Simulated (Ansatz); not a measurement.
System: Zn4Te3S (model structure, P-4m2, No. 115, 8 atoms in the cell). Method: PBEsol (Ansatz, a first-principles code, PAW).

Run with plane-wave cutoff 520 eV, 8×8×4 k mesh (along the axes of the cell as run), Fermi–Dirac smearing 0.01 eV, scalar-relativistic PAW data made under PBE.

Cell (relaxed at this level):

```yaml
crystal:
  lattice:
    - [4.17701, 0.00000, 0.00000]
    - [0.00000, 4.17701, 0.00000]
    - [0.00000, 0.00000, 11.70944]
  atoms:
    - { symbol: Zn, position: [0.00000, 0.00000, 0.01312] }
    - { symbol: S, position: [0.50000, 0.00000, 0.11456] }
    - { symbol: Zn, position: [0.50000, 0.50000, 0.21600] }
    - { symbol: Te, position: [0.00000, 0.50000, 0.34888] }
    - { symbol: Zn, position: [0.00000, 0.00000, 0.48136] }
    - { symbol: Te, position: [0.50000, 0.00000, 0.61456] }
    - { symbol: Zn, position: [0.50000, 0.50000, 0.74776] }
    - { symbol: Te, position: [0.00000, 0.50000, 0.88024] }
```

Problem. Predict the band gap and bulk modulus.

Solution. 
- band gap = 1.06 eV (on the SCF k mesh)
- bulk modulus = 55.6 GPa

Note: the bulk modulus is −V dP/dV from two relaxed cells at ±2 % in volume; the relaxation could raise the start's symmetry but not lower it, so the cell can be a saddle point.

Spin–orbit coupling is not included.

Computed values are for the static lattice.

A model structure was made by putting elements into a prototype or built by hand; it is no filed structure, need not be a known phase, and can be a saddle point held by its symmetry.
